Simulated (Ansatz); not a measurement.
Abridged Ansatz (a program for electronic structure) output:

```
Relaxation: its limit of steps is 50 (relax.max_steps)
Pseudopotential: Zn, paw, valence charge 12
Pseudopotential: Au, paw, valence charge 19
Crystal: 2 atoms, lattice volume = 31.085 Å³
Basis set: ecut = 420 eV, 619 PW (Γ), exchange–correlation on 48×48×48 points (8 copies of the dense FFT grid, shifted against one another)
Bands: 20, of which v1, the nominal top of the filled ones, is band 16 counted from 1 (15 counted from 0)
Symmetry: 48 space group operations
k-points: 220 of 5832
Functional: x = pbesol(κ = 0.804, μ = 0.12345679012345678), c = pbesol(β = 0.046)
SCF iter   1: F=—  HF=-16288.458771 eV  |F-HF|=—  |Δ(HF+E_count)|=         —  Δρ=4.92e-3  dr2=4.54e-3  ethr=1.77e-3  ⟨swp⟩=5.1  Hψ=18384  notcnv=0
SCF iter   2: F=—  HF=-16288.458571 eV  |F-HF|=—  |Δ(HF+E_count)|=   2.00e-4  Δρ=1.41e-3  dr2=4.43e-4  ethr=1.47e-5  ⟨swp⟩=2.1  Hψ=8526  notcnv=0
SCF 1 converged in 8 iterations: F = -16288.458332 eV  dr2 = 3.80e-13
relax step   1: F+E_penalty+E_count = -16288.45833151 eV  Δ(F+E_penalty+E_count) = +0.000e0 eV  max|allowed force component| = 4.733e-30 eV/Å  Δτ_max = 0.0000 Å  (8 SCF iters, accepted)
SCF converged after 8 iterations
Free energy (F): -16288.458332 eV
Internal energy: -16288.442819 eV  (E = F + TS)
E sigma→0 (E₀):  -16288.450575 eV
Entropy (-TS):   -0.015513 eV (-7.756 meV/atom)
Fermi energy:    16.956557 eV
--- Forces (eV/Å), atoms counted from 1 ---
  atom   1  Zn     0.00000000     0.00000000    -0.00000000
  atom   2  Au     0.00000000    -0.00000000     0.00000000
--- Stress (GPa, compression-positive) ---
       -2.044846       0.000000       0.000000
       -0.000000      -2.044846       0.000000
        0.000000       0.000000      -2.044846
  P = ⅓ Tr σ = -2.0448 GPa (-20.448 kbar)
--- Relaxed structure (1 steps of the walk, 1 accepted, 0 SCFs on fresh bases) ---
  atoms:
    - { symbol: Zn, position: [0.5, 0.5, 0.5] }
    - { symbol: Au, position: [0.0, 0.0, 0.0] }
```

Q: What was computed, and what are the main results?

A: ZnAu, 2 atoms in the cell, with Ansatz, PBEsol, PAW, cutoff 420 eV, scalar-relativistic without spin-orbit coupling. The last SCF converged to F = -16288.458332 eV, or -8144.2292 eV per atom, at a pressure of -2.04 GPa. The total energy compares only with runs of the same code, potentials and settings.

The cells carry an imposed strain or load. Whether these cells are dynamically stable was not tested. The cell was made from ZnAu in the CsCl type structure (space group Pm-3m, No. 221) by this change: isotropic strain +0.50 %.

Keys are those of Ansatz 0.2.
